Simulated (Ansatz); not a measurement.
**NbSi2, pressure series**

Take NbSi2 (space group P6_422, No. 181; a = 4.7935 Å, c = 6.5859 Å) as the base.

Cell and atoms are relaxed at each pressure.

Method: Ansatz (an electronic-structure program), r2SCAN, PAW, cutoff 500 eV, no SOC, earlier PAW set.

Candidates:
(a) pressure 7 GPa
(b) pressure −2 GPa
(c) pressure 15 GPa

For the base:

```
Property   Value
---------  -----
c/a ratio  1.374
```

Question: Order them by c/a ratio, highest first.

Answer: (c) pressure 15 GPa (1.383), (a) pressure 7 GPa (1.379), (b) pressure −2 GPa (1.372)

Load acts through the strain it causes; cell and atoms are relaxed under it. No phonon test of stability was made. No other phases were tried under pressure. All final runs are without spin polarisation. An odd electron count without spin: NbSi2.
